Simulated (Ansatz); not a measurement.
An input for Ansatz (LDA) and the part of its output that reports the quasi-harmonic study. Lengths are of the primitive cell. Dynamical quadrupoles are not included in the interpolation of the phonons between the solved wave vectors.

Ansatz 0.2 input:
```yaml
crystal:
  lattice:
    - [0.0, 2.7166366667, 2.7166366667]
    - [2.7166366667, 0.0, 2.7166366667]
    - [2.7166366667, 2.7166366667, 0.0]
  atoms:
    - { symbol: P, position: [0.25, 0.25, 0.25] }
    - { symbol: Al, position: [0.0, 0.0, 0.0] }
kpoints:
  mp_grid: { grid: [10, 10, 10] }
hamiltonian:
  xc: lda
  pseudopotentials: { kind: paw }
scf:
  occupations: { method: fixed }
phonons:
  method: dfpt
  qmesh: [5, 5, 5]
  temperatures: { t_max: 1000, t_step: 25 }
  thermal_expansion: {}
checkpoint:
  write: run
```

```
--- Thermal expansion: 10 cells in 3 rounds, 0 GPa ---
  no lower state was reached at cell 4
  without vibrations: a 3.84224, b 3.84224, c 3.84224 Å, V 40.1086 Å³, B 90.05 GPa
  at 0 K: a 3.84857, b 3.84857, c 3.84857 Å, V 40.3072 Å³, B 88.58 GPa
  zero-point expansion: a +0.165, b +0.165, c +0.165, V +0.495 %
      T/K        a/Å        b/Å        c/Å       V/Å³ | expansion of a, b, c, V (1e-6/K)   | that of V in the mean from 25 °C | C_P, C_V (J/mol K of the cell) | B_T, B_S (GPa)
     0.00    3.84857    3.84857    3.84857    40.3072 |    0.00    0.00    0.00    0.00 |    2.48 |     0.000     0.000 |    88.58    88.58
   100.00    3.84838    3.84838    3.84838    40.3014 |   -0.61   -0.61   -0.61   -1.82 |    4.46 |    16.907    16.906 |    88.40    88.41
   200.00    3.84860    3.84860    3.84860    40.3081 |    1.68    1.68    1.68    5.05 |    7.31 |    33.603    33.592 |    87.72    87.74
   298.15    3.84952    3.84952    3.84952    40.3370 |    3.03    3.03    3.03    9.09 |       - |    41.148    41.096 |    86.84    86.95
   375.00    3.85051    3.85051    3.85051    40.3681 |    3.61    3.61    3.61   10.82 |   10.03 |    44.084    43.992 |    86.11    86.29
   475.00    3.85199    3.85199    3.85199    40.4148 |    4.06    4.06    4.06   12.18 |   10.90 |    46.216    46.070 |    85.15    85.42
   575.00    3.85361    3.85361    3.85361    40.4659 |    4.36    4.36    4.36   13.07 |   11.54 |    47.433    47.231 |    84.17    84.53
   675.00    3.85534    3.85534    3.85534    40.5202 |    4.57    4.57    4.57   13.72 |   12.05 |    48.198    47.940 |    83.20    83.64
   775.00    3.85713    3.85713    3.85713    40.5769 |    4.74    4.74    4.74   14.23 |   12.47 |    48.717    48.402 |    82.22    82.76
   875.00    3.85899    3.85899    3.85899    40.6356 |    4.89    4.89    4.89   14.68 |   12.83 |    49.093    48.718 |    81.25    81.88
   975.00    3.86091    3.86091    3.86091    40.6962 |    5.03    5.03    5.03   15.08 |   13.16 |    49.381    48.945 |    80.29    81.00
  1000.00    3.86140    3.86140    3.86140    40.7116 |    5.06    5.06    5.06   15.18 |   13.23 |    49.443    48.991 |    80.04    80.78
  the static fit leaves 0.000 meV an atom of the energies and, of the stresses, 0.000 GPa of each cell's largest along a strain (root mean squares over the cells), whose Pulay part it has at -0.008 GPa
  vibrations' free energy: its fit passes through its cells
  the electrons' free energy at temperature is not in it: every band gap is over 1.03 eV
  free energies summed between the sampled wave vectors
  estimated error of the fitted expansion in any direction: up to 0.032e-6/K, at 1000 K, with few degrees of freedom (an estimate, not a bound: it was exceeded on models of known expansion)
  by sums over the sampled wave vectors an expansion of the volume parts by up to 0.28e-6/K
  by a static energy of one degree less an expansion of the volume parts by up to 0.00e-6/K
  band gaps on the cells' k-points are 1.361 to 1.479 eV
```

Warnings of the run: phonon_interpolation_lacks_quadrupole_term, thermal_expansion_settings.

Cost: about 50 core-minutes (a rough figure).

No phase change or melting is allowed for: the numbers belong to this structure as given.

The PAW data sets were generated under PBE and serve the other functionals too.

Ansatz is a program for electronic structure.
